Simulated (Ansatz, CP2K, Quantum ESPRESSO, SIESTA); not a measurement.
# Sb (R-3m, 2 atoms in the cell) computed with different codes at matched settings

Relaxation of cell and atoms.

```xyz
2
Lattice="3.8920 -2.1194 0.0000 3.8920 2.1194 0.0000 2.7379 0.0000 3.4848" Properties=species:S:1:pos:R:3 pbc="T T T"
Sb     2.4569     0.0000     0.8137
Sb     8.0651     0.0000     2.6711
```

Shared settings, as Ansatz (a quantum-chemistry and plane-wave program) writes them: kpoints.mp_grid.grid = 8 8 8; scf.occupations.method = fermi_dirac; scf.occupations.width = 0.1 eV. Potentials and cutoffs stand in the table.

```tsv
code	model	final volume (Å³/atom)	cutoff
Ansatz	PBE, default PAW files	31.93	default
CP2K	PBE, GPW, DZVP-MOLOPT-SR-GTH basis, GTH-PBE potentials (GTH_POTENTIALS)	32.55	grid 400 Ry
SIESTA	GGA PBE, numerical atomic orbitals TZP, PseudoDojo PBE standard norm-conserving potentials (rewritten from UPF to PSML)	31.58	grid 400 Ry
Quantum ESPRESSO	PBE, PSlibrary PAW (PBE) pseudopotentials	31.64	30 Ry
```

On Ansatz's run: spin-orbit coupling is off.

The spread over the programs that give each value: final volume within 0.97 Å³/atom.

CP2K and SIESTA use small atom-centred bases, whose incompleteness enters pressures, forces and empty levels differently from a plane-wave cutoff. The programs treat the finite-basis stress differently while the cell relaxes: Ansatz adds an estimate of it.

The starting cell has typed, rounded lattice constants, without a prior relaxation at this level. Its lattice was rescaled by a random factor within 2.5 % of one.

Keys are those of Ansatz 0.2.
